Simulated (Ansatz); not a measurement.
For SnGe (model structure, started from the 4H type, P6₃mc, No. 186, 8 atoms in the cell), PBEsol in Ansatz (PAW) gives:

```
Quantity                               Result
------------------------------  -------------
equilibrium lattice constant a        4.317 Å
c axis length                        14.149 Å
enthalpy of formation           0.051 eV/atom
```

Q: What does PBE-D3(BJ) (plane waves, PAW; Ansatz, a program for electronic structure) give for the same quantities?

A: 
- lattice constant a: 4.337 Å (rises by 0.5 %)
- lattice parameter c: 14.219 Å (grows by 0.5 %)
- formation enthalpy: 0.061 eV/atom (grows by 0.010 eV/atom)

Changes are worked out from the printed values.

Unless a cell is named, each level is at its own relaxed cell (PBEsol 28.54, PBE-D3(BJ) 28.95 Å³/atom).

Levels without +SOC leave out spin–orbit coupling, which shifts energies and cells of such heavy elements.

Ansatz's density-functional and Hartree–Fock values are scalar-relativistic unless marked +SOC, with PAW data made under PBE.

A model structure was made by putting elements into a prototype or built by hand; it is no filed structure, need not be a known phase, and can be a saddle point held by its symmetry.
